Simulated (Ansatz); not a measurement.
# K: element substitutions

The reference is K in the bcc (W type) structure (space group Im-3m, No. 229; a = 5.344 Å).

Each row replaces one element on all its sites; cell and atoms are relaxed.

Computed with r2SCAN, PAW, 500 eV (Ansatz, a first-principles code; no spin-orbit coupling), earlier PAW set.

Candidates:
(a) K → Rb
(b) K → Na
(c) K → H

For the base:

The lattice parameter a is 5.344 Å.

Question: Order them by lattice parameter a, highest first.

Answer: (a) K → Rb (5.749 Å), (b) K → Na (4.222 Å), (c) K → H (1.802 Å)

No phonon test of stability was made.
